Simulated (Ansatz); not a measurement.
## Phonon-limited transport in PdCu$_{3}$ (Pm-3m)

Input:

```
CELL_PARAMETERS angstrom
      3.65503     0.00000     0.00000
      0.00000     3.65503     0.00000
      0.00000     0.00000     3.65503
ATOMIC_POSITIONS crystal
  Cu 0.00000 0.50000 0.50000
  Cu 0.50000 0.00000 0.50000
  Cu 0.50000 0.50000 0.00000
  Pd 0.00000 0.00000 0.00000
```

All values below come from PBEsol, DFPT electron-phonon coupling, linearised Boltzmann equation (plane waves, PAW, scalar-relativistic; Ansatz, an electronic-structure program). Cell: relaxed with this functional, without spin-orbit coupling.

- resistivity at 300 K: 2.9 μΩ·cm
- resistivity at 77 K: 0.38 μΩ·cm
- Hall coefficient at 300 K: -6.5 ×10⁻¹¹ m³/C

A metal at this level (no band gap). Only scattering by harmonic phonons is included (no impurities, grain boundaries, electron-electron scattering or thermal expansion). Spin-orbit coupling is left out. The run warned that the eigensolver left some states short of its tolerance. Halving the electron mesh (24x24x24) moves the resistivity by up to 4 % at 300 K. Smearing 0.20 eV; phonons on a 4x4x4 q mesh, which this run doesn't test and which matters most at low temperature.

Formula and space group known from diffraction (Crystallography Open Database), not checked to be the room-temperature form: PdCu3 (Pm-3m).
